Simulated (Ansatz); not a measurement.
System: interstitial O in fcc Ag (neutral cell). All values below come from PBE, PAW (plane waves to 420 eV; Ansatz, an electronic-structure program).

Settings: 32 host sites, the relaxed PBE lattice, a 3×3×3 k-point mesh shifted by half a step, smearing 0.10 eV, spin-restricted, no image-charge correction. Energies are static. Sites that were not tried may lie lower.

Barriers: single points on a 4×4×4 k-point mesh shifted by half a step at the bands' geometries (they differ from the bands' own by up to 0.05 eV, and are uncertain by about as much).

Relaxed starting cell (atoms counted from 1):

```
Ag32O
1.0
    8.29686     0.00000     0.00000
    0.00000     8.29686     0.00000
    0.00000     0.00000     8.29686
Ag O
32 1
Direct
  0.00008   0.99937   0.97720
  0.00008   0.99934   0.52379
  0.00009   0.49929   0.99576
  0.00008   0.49927   0.50602
  0.50013   0.99931   0.99577
  0.50007   0.99933   0.50610
  0.50009   0.49933   0.99890
  0.50006   0.49932   0.50296
  0.00012   0.27253   0.25099
  0.00008   0.25443   0.75074
  0.00000   0.72591   0.25102
  0.00010   0.74421   0.75075
  0.50013   0.25447   0.25089
  0.50012   0.25136   0.75094
  0.50006   0.74417   0.25088
  0.50004   0.74730   0.75096
  0.27344   0.99943   0.25104
  0.25519   0.99933   0.75075
  0.25519   0.49931   0.25088
  0.25209   0.49936   0.75094
  0.72677   0.99929   0.25111
  0.74499   0.99933   0.75073
  0.74496   0.49925   0.25088
  0.74806   0.49930   0.75096
  0.25121   0.25041   0.99973
  0.25122   0.25049   0.50204
  0.25114   0.74828   0.99983
  0.25119   0.74820   0.50195
  0.74901   0.25035   0.99981
  0.74898   0.25047   0.50199
  0.74899   0.74824   0.99976
  0.74891   0.74811   0.50207
  0.00011   0.99915   0.25020
```

End state 1 differs by these moves (Å; atoms that move under 0.08 Å are left out):

```json
[
 {"atom": "1", "element": "Ag", "Δx": "-0.18", "Δy": "-0.18", "Δz": "0.01"},
 {"atom": "2", "element": "Ag", "Δx": "0.00", "Δy": "0.00", "Δz": "-0.17"},
 {"atom": "9", "element": "Ag", "Δx": "-0.18", "Δy": "-0.01", "Δz": "0.18"},
 {"atom": "11", "element": "Ag", "Δx": "0.00", "Δy": "0.18", "Δz": "0.00"},
 {"atom": "17", "element": "Ag", "Δx": "-0.01", "Δy": "-0.18", "Δz": "0.18"},
 {"atom": "21", "element": "Ag", "Δx": "0.18", "Δy": "0.00", "Δz": "0.00"},
 {"atom": "25", "element": "Ag", "Δx": "0.17", "Δy": "0.17", "Δz": "-0.17"},
 {"atom": "33", "element": "O", "Δx": "1.04", "Δy": "1.04", "Δz": "-1.04"}
]
```

Problem. Estimate the forward and backward barriers to end state 1 that PBE, PAW returns for this input.

Solution. forward 0.36 eV, backward 0.15 eV; at the saddle point atom 33 has neighbours 3 Ag at 2.10, Ag at 2.51 Å. The saddle point's order was not checked, and it lies on a symmetry element of the cell, where a band can be held.

End state 2 differs by these moves (Å; atoms that move under 0.08 Å are left out):

```
atom  element     Δx     Δy     Δz
----  -------  -----  -----  -----
1          Ag  -0.20   0.00   0.20
2          Ag  -0.05   0.00  -0.18
5          Ag   0.18   0.00   0.05
9          Ag  -0.02  -0.18   0.02
11         Ag  -0.02   0.18   0.02
17         Ag  -0.20   0.00   0.20
18         Ag  -0.05   0.00  -0.18
21         Ag   0.18   0.00   0.05
25         Ag  -0.02   0.18   0.02
27         Ag  -0.02  -0.18   0.02
33          O   2.07   0.00  -2.06
```

Problem. Estimate the forward and backward barriers to end state 2 that PBE, PAW returns for this input.

Solution. forward 0.65 eV, backward 0.65 eV; at the saddle point atom 33 has neighbours 2 Ag at 2.03, 2 Ag at 2.49, 2 Ag at 2.52 Å. The saddle point's order was not checked, and it lies on a symmetry element of the cell, where a band can be held.
